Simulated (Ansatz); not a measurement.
How the lattice constant a of BeS (model structure, started from the CdTe type, P6₄22, No. 181, 6 atoms in the cell) moves with the method

No measured value is used here.

```csv
level (code),value (Å)
LDA (Ansatz),3.399
PBE (Ansatz),3.452
PBEsol (Ansatz),3.424
PBE-D3(BJ) (Ansatz),3.406
r²SCAN (Ansatz),3.450
r²SCAN+rVV10 (Ansatz),3.443
```

Cutoffs differ between the levels. Ansatz's density-functional and Hartree–Fock values are scalar-relativistic unless marked +SOC, with PAW data made under PBE.

A model structure was made by putting elements into a prototype or built by hand; it is no filed structure, need not be a known phase, and can be a saddle point held by its symmetry.

Ansatz is a first-principles code.
